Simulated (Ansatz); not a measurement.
Polymorphs of RbBr, r2SCAN, rigid bands run with Ansatz (a first-principles code); geometry: cell and atoms relaxed with PBEsol.
- Pm-3m, primitive cell of 2: a = 4.073 Å, b = 4.073 Å, c = 4.073 Å, α = 90.00°, β = 90.00°, γ = 90.00°
- Fm-3m, primitive cell of 2: a = 4.839 Å, b = 4.839 Å, c = 4.839 Å, α = 60.00°, β = 60.00°, γ = 60.00°

```
Space group  volume per atom (Å³)  band gap  electron conductivity mass  Seebeck coefficient, n-type 1e19 cm⁻³
-----------  --------------------  --------  --------------------------  -------------------------------------
Pm-3m                        33.8       ___                         ___                              -165 μV/K
Fm-3m                        40.1   4.98 eV                     0.39 mₑ                              -182 μV/K
```

Problem. Complete the blanks.

Solution. 
- Pm-3m, band gap: 4.98 eV
- Pm-3m, electron conductivity mass: 0.33 mₑ

Masses are for dilute carriers at 300 K, harmonic means over directions unless an axis is named. Seebeck coefficients are for the stated density at 300 K, with one relaxation time for all states and whether or not that doping can be reached. Spin-orbit coupling is left out.

Formula and space group known from diffraction (Crystallography Open Database), not checked to be the room-temperature form: RbBr (Fm-3m). Computed structure with no diffraction record at hand here (it may be known, metastable or hypothetical): RbBr (Pm-3m).
